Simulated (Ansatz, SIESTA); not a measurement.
## One structure in several programs: LiMnN2 (P1, 8 atoms in the cell)

Self-consistent single point, at a second geometry (atoms moved at random). First geometry:

```xyz
8
Lattice="-2.2807 2.2807 4.1961 2.2807 -2.2807 4.1961 2.2807 2.2807 -4.1961" Properties=species:S:1:pos:R:3 pbc="T T T"
Li     2.2807     0.0000     2.0980
Li     0.0000     0.0000     4.1961
Mn     0.0000     2.2807     2.0980
Mn     0.0000     0.0000     0.0000
N      1.4527    -1.1403     5.2451
N      1.1403     0.8280    -1.0490
N      0.8280     3.4210     1.0490
N      1.1403     1.4527     3.1470
```
Moments meant for the start (each program seeds them in its own way; μB, in the order of the atoms Li Li Mn Mn N N N N): 0.0 0.0 4.0 4.0 0.0 0.0 0.0 0.0.

Second geometry:
```
CELL_PARAMETERS angstrom
     -2.28069     2.28069     4.19606
      2.28069    -2.28069     4.19606
      2.28069     2.28069    -4.19606
ATOMIC_POSITIONS crystal
  Li 0.25805 0.75228 0.50434
  Li 0.49874 0.49652 0.01341
  Mn 0.73847 0.24376 0.48275
  Mn 0.99021 0.99493 0.98828
  N  0.38010 0.94540 0.08156
  N  0.05038 0.12796 0.42830
  N  0.87925 0.31499 0.93589
  N  0.70479 0.62418 0.56548
```
Moments meant for the start (each program seeds them in its own way; μB, in the order of the atoms Li Li Mn Mn N N N N): 0.0 0.0 4.0 4.0 0.0 0.0 0.0 0.0.

Shared settings, as Ansatz (a quantum-chemistry and plane-wave program) writes them: kpoints.mp_grid.grid = 5 5 5; scf.occupations.method = gaussian; scf.occupations.width = 0.2 eV. Potentials and cutoffs stand in the table.

```csv
code,model,ΔF from the first geometry (meV/atom),pressure (GPa),largest force (eV/Å),size of the net moment (μB/atom),cutoff
SIESTA,"GGA PBEsol, numerical atomic orbitals DZP, PseudoDojo PBEsol standard norm-conserving potentials (rewritten from UPF to PSML)",16.7,-1.14,1.706,0.15,grid 350 Ry
Ansatz,"PBEsol, PAW files made with PBE",13.8,-4.98,1.588,0.15,default
```

Size of the force on each atom (eV/Å): Sizes of forces hide their directions.

| code | Li1 | Li2 | Mn3 | Mn4 | N5 | N6 | N7 | N8 |
|---|---|---|---|---|---|---|---|---|
| SIESTA | 0.121 | 0.361 | 1.706 | 1.570 | 1.325 | 0.457 | 0.582 | 0.938 |
| Ansatz | 0.121 | 0.343 | 1.588 | 1.440 | 1.055 | 0.539 | 0.889 | 0.687 |

On Ansatz's run: the moments shrank to a small part of their start, a low-spin state that need not be the lowest.

The spread over the programs that give each value: ΔF from the first geometry within 2.9 meV/atom; pressure within 3.84 GPa; largest force within 0.118 eV/Å; size of the net moment within 0.00 μB/atom.

SIESTA uses small atom-centred bases, whose incompleteness enters pressures, forces and empty levels differently from a plane-wave cutoff. Ansatz's pressure is given at a fixed set of plane waves, as the other plane-wave codes print theirs; with its correction for the finite basis it is -4.62 GPa (the shift of 0.37 GPa shows how far the cutoff is from converged).

The starting cell comes from a database of computed structures (which also holds hypothetical and non-ambient phases and stackings), without a prior relaxation at this level. For this run, on top of that: atoms moved at random.

Keys are those of Ansatz 0.2.
